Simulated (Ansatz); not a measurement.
## Short convergence ladders for Sc (P4/nmm, 4 atoms in the cell)

```xyz
4
Lattice="5.4389 0.0000 0.0000 0.0000 5.4389 0.0000 0.0000 0.0000 3.4455" Properties=species:S:1:pos:R:3 pbc="T T T"
Sc     2.7195     2.7195     0.0000
Sc     0.0000     0.0000     0.0000
Sc     2.7195     0.0000     1.8353
Sc     0.0000     2.7195     1.6102
```

Base method: LDA (PW92), default PAW files made with PBE (plane waves; Ansatz, a first-principles code).

Base settings: basis.ecutwfc = 420 eV; kpoints.mp_grid.grid = 6 6 10; hamiltonian.xc = lda; hamiltonian.pseudopotentials = {kind: paw} (the program's default PAW files); scf.occupations.method = gaussian; scf.occupations.width = 0.1 eV.

**Zone-centre phonons against the cutoff**

In this ladder: phonons.method = dfpt.

The mesh stays at the base's, so the ladder's end is converged at best in this setting alone.

Frequencies are those of the unrelaxed cell, without the LO-TO term of polar crystals.

Only quantities that move along the ladder and can be compared are tabulated.

| basis.ecutwfc | highest zone-centre frequency (cm⁻¹) | lowest optical frequency (cm⁻¹) |
|---|---|---|
| 210 eV | 195.2 | 60.2 |
| 250 eV | 205.6 | -110.9 |
| 295 eV | 202.8 | 104.0 |
| 355 eV | 202.9 | 105.1 |
| 420 eV | 202.9 | 105.0 |
| 630 eV | 202.9 | 105.0 |

Coarsest basis.ecutwfc that holds the lowest optical frequency within 10 cm⁻¹ of the last step, with all finer ones: 295 eV; the step before is off by 220 cm⁻¹.

Coarsest basis.ecutwfc that holds the highest zone-centre frequency within 2 cm⁻¹ of the last step, with all finer ones: 295 eV; the step before is off by 2.8 cm⁻¹.

**Zone-centre phonons against the mesh**

In this ladder: phonons.method = dfpt.

Frequencies are those of the unrelaxed cell, without the LO-TO term of polar crystals.

Only quantities that move along the ladder and can be compared are tabulated.

| kpoints.mp_grid.grid | highest zone-centre frequency (cm⁻¹) | lowest optical frequency (cm⁻¹) |
|---|---|---|
| 2 2 3 | 208.1 | 84.9 |
| 3 3 5 | 202.3 | 94.6 |
| 5 5 7 | 204.8 | 105.4 |
| 7 7 11 | 202.9 | 106.0 |
| 11 11 17 | 203.0 | 105.1 |
| 14 14 22 | 202.9 | 105.1 |

Coarsest kpoints.mp_grid.grid that holds the lowest optical frequency within 1 cm⁻¹ of the last step, with all finer ones: 5 5 7; the step before is off by 11 cm⁻¹.

Coarsest kpoints.mp_grid.grid that holds the highest zone-centre frequency within 2 cm⁻¹ of the last step, with all finer ones: 3 3 5; the step before is off by 5.1 cm⁻¹.

On the base run: the starting cell comes from a database of computed structures (which also holds hypothetical and non-ambient phases and stackings), without a prior relaxation at this level. Its lattice was rescaled by up to half a per cent. In the base run, with a pressure of about -6 GPa the cell is away from its equilibrium volume at this level.

Keys are those of Ansatz 0.2.
